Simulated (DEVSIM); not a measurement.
Structure: Schottky contact on p-type Si, at 300 K.

```tsv
layer (left to right)	material	thickness (μm)	Na (cm⁻³)	τn (s)	τp (s)
1	Si	16.0	1.5e17	9.7e-5	9.7e-5
```

Left contact: Schottky, work function 4.444 eV, emission velocity 8.4e6 cm/s. Right contact: ohmic. Voltage is applied to the left contact. Recombination: SRH at mid-gap, radiative. Mobility is μmin + (μ − μmin)/(1 + (N/Nref)^α).

Constants are typed, rounded textbook-type inputs, not results; the design itself was drawn at random and stands for no fabricated device. Values at 300 K.

```tsv
parameter	Si
gap (eV)	1.124
affinity (eV)	4.05
permittivity	11.7
Nc (cm⁻³)	2.86e19
Nv (cm⁻³)	3.1e19
μn (cm²/Vs)	1417
μp (cm²/Vs)	470
μn,min	52
μp,min	45
Nref,n	9.7e16
Nref,p	2.2e17
αn	0.68
αp	0.72
B (cm³/s)	4.7e-15
```

DEVSIM, 1D drift-diffusion, Boltzmann statistics, complete ionisation; no tunnelling, impact ionisation, image-force lowering or self-heating. Metal contacts follow the ideal Schottky-Mott rule: no Fermi-level pinning, no interface dipoles.

Q: Tabulate band edges, carrier densities and field at zero bias.

A: Energies count from the Fermi level of the right contact; mesh points crowd at the junctions.

```json
[
 {"x (μm)": "0.000", "Ec (eV)": "0.394", "Ev (eV)": "-0.730", "n (cm⁻³)": "6.9e12", "p (cm⁻³)": "1.7e7", "field (V/cm)": "160000"},
 {"x (μm)": "0.01516", "Ec (eV)": "0.613", "Ev (eV)": "-0.511", "n (cm⁻³)": "1.4e9", "p (cm⁻³)": "8.1e10", "field (V/cm)": "130000"},
 {"x (μm)": "0.04252", "Ec (eV)": "0.874", "Ev (eV)": "-0.250", "n (cm⁻³)": "60000", "p (cm⁻³)": "1.9e15", "field (V/cm)": "64000"},
 {"x (μm)": "0.08445", "Ec (eV)": "0.982", "Ev (eV)": "-0.142", "n (cm⁻³)": "910", "p (cm⁻³)": "1.3e17", "field (V/cm)": "3900"},
 {"x (μm)": "0.1927", "Ec (eV)": "0.986", "Ev (eV)": "-0.138", "n (cm⁻³)": "770", "p (cm⁻³)": "1.5e17", "field (V/cm)": "≈ 0"},
 {"x (μm)": "0.3292", "Ec (eV)": "0.986", "Ev (eV)": "-0.138", "n (cm⁻³)": "770", "p (cm⁻³)": "1.5e17", "field (V/cm)": "≈ 0"},
 {"x (μm)": "0.5755", "Ec (eV)": "0.986", "Ev (eV)": "-0.138", "n (cm⁻³)": "770", "p (cm⁻³)": "1.5e17", "field (V/cm)": "≈ 0"},
 {"x (μm)": "1.126", "Ec (eV)": "0.986", "Ev (eV)": "-0.138", "n (cm⁻³)": "770", "p (cm⁻³)": "1.5e17", "field (V/cm)": "≈ 0"},
 {"x (μm)": "1.928", "Ec (eV)": "0.986", "Ev (eV)": "-0.138", "n (cm⁻³)": "770", "p (cm⁻³)": "1.5e17", "field (V/cm)": "≈ 0"},
 {"x (μm)": "3.156", "Ec (eV)": "0.986", "Ev (eV)": "-0.138", "n (cm⁻³)": "770", "p (cm⁻³)": "1.5e17", "field (V/cm)": "≈ 0"},
 {"x (μm)": "5.375", "Ec (eV)": "0.986", "Ev (eV)": "-0.138", "n (cm⁻³)": "770", "p (cm⁻³)": "1.5e17", "field (V/cm)": "≈ 0"},
 {"x (μm)": "9.739", "Ec (eV)": "0.986", "Ev (eV)": "-0.138", "n (cm⁻³)": "770", "p (cm⁻³)": "1.5e17", "field (V/cm)": "≈ 0"},
 {"x (μm)": "12.32", "Ec (eV)": "0.986", "Ev (eV)": "-0.138", "n (cm⁻³)": "770", "p (cm⁻³)": "1.5e17", "field (V/cm)": "≈ 0"},
 {"x (μm)": "13.75", "Ec (eV)": "0.986", "Ev (eV)": "-0.138", "n (cm⁻³)": "770", "p (cm⁻³)": "1.5e17", "field (V/cm)": "≈ 0"},
 {"x (μm)": "14.89", "Ec (eV)": "0.986", "Ev (eV)": "-0.138", "n (cm⁻³)": "770", "p (cm⁻³)": "1.5e17", "field (V/cm)": "≈ 0"},
 {"x (μm)": "15.33", "Ec (eV)": "0.986", "Ev (eV)": "-0.138", "n (cm⁻³)": "770", "p (cm⁻³)": "1.5e17", "field (V/cm)": "≈ 0"},
 {"x (μm)": "15.61", "Ec (eV)": "0.986", "Ev (eV)": "-0.138", "n (cm⁻³)": "770", "p (cm⁻³)": "1.5e17", "field (V/cm)": "≈ 0"},
 {"x (μm)": "15.77", "Ec (eV)": "0.986", "Ev (eV)": "-0.138", "n (cm⁻³)": "770", "p (cm⁻³)": "1.5e17", "field (V/cm)": "≈ 0"},
 {"x (μm)": "15.90", "Ec (eV)": "0.986", "Ev (eV)": "-0.138", "n (cm⁻³)": "770", "p (cm⁻³)": "1.5e17", "field (V/cm)": "≈ 0"},
 {"x (μm)": "15.95", "Ec (eV)": "0.986", "Ev (eV)": "-0.138", "n (cm⁻³)": "770", "p (cm⁻³)": "1.5e17", "field (V/cm)": "≈ 0"},
 {"x (μm)": "15.98", "Ec (eV)": "0.986", "Ev (eV)": "-0.138", "n (cm⁻³)": "770", "p (cm⁻³)": "1.5e17", "field (V/cm)": "≈ 0"},
 {"x (μm)": "16.00", "Ec (eV)": "0.986", "Ev (eV)": "-0.138", "n (cm⁻³)": "770", "p (cm⁻³)": "1.5e17", "field (V/cm)": "≈ 0"}
]
```
